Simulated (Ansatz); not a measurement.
An Ansatz (a program for electronic structure) input (plane-wave PAW DFT at the r2SCAN level (Ansatz, 500 eV), no SOC):

Ansatz 0.2 input:
```yaml
crystal:
  lattice:
    - [2.802792684, 0, 0]
    - [0, 2.802792684, 0]
    - [0, 0, 4.0437958658]
  atoms:
    - { symbol: Al, position: [0.5, 0.5, 0.5] }
    - { symbol: Ti, position: [0, 0, 0] }
basis: { ecutwfc: 500, ecutrho_ratio: 4, xc_grid: 4, fft_grid_basis: typed }
kpoints: { mp_grid: { grid: [16, 16, 12] } }
hamiltonian:
  xc: r2scan
  dispersion: none
  pseudopotentials: { kind: paw }
scf: { occupations: { method: fermi_dirac, width: 0.05 }, convergence: { dr2_threshold: 0.0000000002 } }
relax: { f_tol: 0.005, max_steps: 50 }
output: { forces: true, stress: true }
checkpoint: { write: state.ck, write_every: 1000 }
```

Question: Which symmetry and how many k-points will the program report, and about how many plane waves at Γ?

Answer: Space group P4/mmm (ITA 123) with 16 operations, k-points 315 of 3072, and 807 plane waves at Γ.

Question: And the final pressure?

Answer: 1.34 GPa (compression positive).

The cells carry an imposed strain or load. No phonon test of stability was made. The final runs are not spin-polarised. The cell was made from TiAl (space group P4/mmm, No. 123) by this change: isotropic strain −0.36 %.
